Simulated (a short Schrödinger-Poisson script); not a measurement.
Structure: MOS inversion layer, SiO2 on p-type Si(110), at 300 K.

From the gate side: 1.6 nm SiO2; 260 nm Si, acceptors 2.8e18 cm⁻³.

Constants are typed, rounded textbook-type inputs, not results; the design itself was drawn at random and stands for no fabricated device. SiO2: permittivity 3.9, conduction-band edge (eV) 3.15, gap (eV) 9, electron mass (mₑ) 0.5. Si: permittivity 11.7, conduction-band edge (eV) 0, gap (eV) 1.124, Nv at 300 K (cm⁻³) 3.1e19.

Channel valleys (confinement mass, in-plane density-of-states mass, number): Δ4 0.315, 0.324, 4; Δ2 0.19, 0.417, 2. At the gate the conduction-band edge of layer 1 lies 3.29 eV − eVg above the Fermi level of the channel; the field vanishes at the back. Gaps are held at their typed values at every temperature. Mesh 0.03 nm at interfaces.

From a short Schrödinger-Poisson script (our own, NumPy): 1D Poisson equation in equilibrium, electrons quantum, Hartree (BenDaniel-Duke, 12 states a valley, the channel's in-plane mass for all, wave functions ending at the dielectric), parabolic valleys, classical holes, full ionisation, no traps, pinning or gate leakage.

| Vg (V) | electrons (cm⁻²) | C (μF/cm²) | Δ4 E0 (meV from the Fermi level) | Δ2 E0 (meV from the Fermi level) |
|---|---|---|---|---|
| 0.6 | 2.27e9 | 0.396 | 228.8 | 269.8 |
| 0.65 | 9.61e9 | 0.415 | 191.5 | 233.1 |
| 0.7 | 3.86e10 | 0.503 | 155.4 | 197.7 |
| 0.75 | 1.31e11 | 0.724 | 123.7 | 166.6 |
| 0.8 | 3.32e11 | 1.00 | 99.5 | 143.0 |
| 0.85 | 6.35e11 | 1.21 | 82.4 | 126.7 |
| 0.9 | 1.01e12 | 1.35 | 70.1 | 115.1 |
| 0.95 | 1.42e12 | 1.43 | 60.7 | 106.5 |
| 1 | 1.86e12 | 1.49 | 53.3 | 99.9 |
| 1.05 | 2.33e12 | 1.53 | 47.1 | 94.5 |
| 1.1 | 2.80e12 | 1.56 | 41.9 | 90.0 |
| 1.15 | 3.29e12 | 1.59 | 37.3 | 86.1 |
| 1.2 | 3.78e12 | 1.61 | 33.2 | 82.8 |
| 1.25 | 4.29e12 | 1.62 | 29.5 | 79.9 |
| 1.3 | 4.79e12 | 1.64 | 26.1 | 77.2 |

Gate voltages with under 1e9 electrons/cm² are left out.

Question: At Vg = 1.3 V the lowest Δ4 subband lies at 26.1 meV from the Fermi level. How many electrons does it hold, and what share of all?

Answer: The two-dimensional density of states is g m/(πħ²) = 5.41e11 cm⁻² meV⁻¹ (both spins), kT = 25.9 meV, so n = D kT ln(1 + exp(−E/kT)) = 4.35e12 cm⁻², 0.91 of the 4.79e12 cm⁻² in all.

Question: Compare the slope of the sheet density between 1.2 and 1.3 V with the geometric capacitance of the layers between gate and channel.

Answer: q Δn/ΔV = 1.62 μF/cm²; ε0/Σ(t/ε) = 2.16 μF/cm². The ratio is 0.75: the channel acts as a further capacitance in series.
